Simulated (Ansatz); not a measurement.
The starting structures come from a database of crystals and need not be the phases stable at ambient conditions.

By PBEsol, the system below comes out a metal.

Without scattering a metal conducts by its projected Fermi surface.

Data:

```
CELL_PARAMETERS angstrom
      4.89225     0.00000     0.00000
      1.63075     5.93939     0.00000
      2.44612     0.00000     1.41227
ATOMIC_POSITIONS crystal
  Co 0.50000 0.50000 0.00000
  Pt 0.00000 0.00000 0.00000
  O  0.11224 0.66328 0.00000
  O  0.88776 0.33672 0.00000
```

The cell is taken as given; by PBEsol it stands under a pressure of -4.5 GPa.

The current flows along the normal of the first two printed cell vectors, the (110) plane of the conventional cell. No spin-orbit coupling; the value is a mean over 0.1 eV about the Fermi level.

### Question
Compute, with PBEsol run with Ansatz (a first-principles code), the ballistic conductance per area.

### Answer
0.46 × 10¹⁵ S/m² for both spins.
